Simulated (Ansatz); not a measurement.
For L1₂ (Cu3Au-type) Ni3Si, PBE-D4 in Ansatz (PAW) gives:

```
Item                         Result
-------------------  --------------
lattice parameter a         3.470 Å
bulk modulus                234 GPa
cohesive energy        5.66 eV/atom
formation enthalpy   -0.529 eV/atom
```

Task: What does r²SCAN+rVV10 (PAW; Ansatz, a first-principles code) give for the same quantities?

Result: 
- lattice constant a: 3.456 Å (decreases by 0.4 %)
- bulk modulus: 247 GPa (grows by 5.6 %)
- cohesive energy: 5.34 eV/atom (shrinks by 0.32 eV/atom)
- formation enthalpy: -0.450 eV/atom (moves by +0.079 eV/atom)

For comparison: lattice constant a 3.510 Å (measured, temperature not stated, not corrected to a static lattice; as tabulated in Metallic Nickel Silicides: Experiments and Theory for NiSi and First Principles …).

Changes are worked out from the printed values.

Unless a cell is named, each level is at its own relaxed cell (PBE-D4 10.44, r²SCAN+rVV10 10.32 Å³/atom).

The crystal itself was run without spin with PBE-D4, r²SCAN+rVV10; a magnetic state was not tried in these runs.

Ansatz's density-functional and Hartree–Fock values are scalar-relativistic unless marked +SOC, with PAW data made under PBE.
